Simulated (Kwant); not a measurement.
Device: In0.53Ga0.47As/InP stack with 1 barrier. One parabolic valley. Leads of mass 0.041 mₑ with the band edge at 0; grid 0.1 nm; bias swept from 0.01 to 0.44931 V, dropping linearly over the stack. Emitter Fermi level 0.018 eV, 77 K, equal in the collector.

```
layer  thickness (nm)  band offset (eV)  mass (mₑ)
-----  --------------  ----------------  ---------
1                 6.8              0.25       0.08
```

The device is made up for the run: typed textbook-type constants, with dimensions and the other settings drawn at random.

Model: one-band effective-mass tight-binding model in one dimension, coherent, no space charge, current by the Tsu-Esaki formula (Kwant).

```
bias (V)     A     B      C
--------  ----  ----  -----
0.01000   11.1  76.5    165
0.02690   22.9   154    342
0.06069   38.4   240    586
0.07759   46.9   283    729
0.1114    67.8   378   1110
0.1283    80.9   432   1370
0.1621     115   562   2100
0.1790     136   639   2620
0.2128     194   827   4160
0.2297     232   942   5300
0.2635     336  1230   8760
0.2803     406  1400  11400
0.3141     604  1850  19100
0.3310     742  2130  24600
0.3648    1140  2850  38500
0.3817    1430  3320  45800
0.4155    2300  4520  56600
0.4493    3780  6230  58300
```

Question: Column A is the base. The others each differ by one change: height of the first barrier 0.25 → 0.15 eV; thickness of the first barrier 6.8 → 5.4 nm. Which is which?

Answer: B: thickness of the first barrier 6.8 → 5.4 nm; C: height of the first barrier 0.25 → 0.15 eV.
